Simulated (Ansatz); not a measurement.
# A computed series for Ga2O3: response to strain

Consider Ga$_{2}$O$_{3}$ in the corundum structure (space group R-3c, No. 167; a = 4.985 Å, c = 13.442 Å (hexagonal axes)). Axes: x lies along a and z along c of the hexagonal cell.

Strains are applied to the cell and any free atomic positions relax; under biaxial strain the out-of-plane vector relaxes too.

Calculations: DFT with r2SCAN, PAW potentials and a 500 eV plane-wave cutoff in Ansatz (an electronic-structure program), spin-orbit coupling left out.

Candidates:
(a) uniaxial strain ε_zz = −2.65 %
(b) biaxial strain +1.05 %, plane normal [001], relaxed out of plane
(c) uniaxial strain ε_yy = +2.27 %
(d) uniaxial strain ε_zz = −1.20 %

For the base:

```
Property               Value
-------------------  -------
Smallest direct gap  3.81 eV
```

Order them by smallest direct gap, highest first.

(a) uniaxial strain ε_zz = −2.65 % (3.99 eV), (d) uniaxial strain ε_zz = −1.20 % (3.93 eV), (b) biaxial strain +1.05 %, plane normal [001], relaxed out of plane (3.59 eV), (c) uniaxial strain ε_yy = +2.27 % (3.51 eV)

Stability against distortions was not tested.
